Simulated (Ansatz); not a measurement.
**CdSe in the zinc blende structure (space group F-43m, No. 216)**

```yaml
crystal:
  lattice:
    - [0.00000, 3.06658, 3.06658]
    - [3.06658, 0.00000, 3.06658]
    - [3.06658, 3.06658, 0.00000]
  atoms:
    - { symbol: Cd, position: [0.00000, 0.00000, 0.00000] }
    - { symbol: Se, position: [0.25000, 0.25000, 0.25000] }
```

Computed with r2SCAN (Ansatz, a quantum-chemistry and plane-wave program; PAW; 500 eV plane waves; no SOC). Settings: 9×9×9 k-points, 0.05 eV Fermi–Dirac smearing.

```json
{
  "volume_per_atom": "28.84 Å³",
  "density": "5.51 g/cm³",
  "band_gap": "1.04 eV, direct at Γ",
  "electron_mass": "0.093 mₑ",
  "Hole mass (degenerate bands, along [100])": "0.098, 0.70, 0.70 mₑ",
  "Lowest conduction-band minima above the VBM": "Γ 1.04 eV",
  "total_energy": "-6873.918 eV/atom (σ→0; compares only within this code and set-up)"
}
```

Masses are band curvatures over ±0.01 Å⁻¹ around the edge. No phonon test of stability was made.
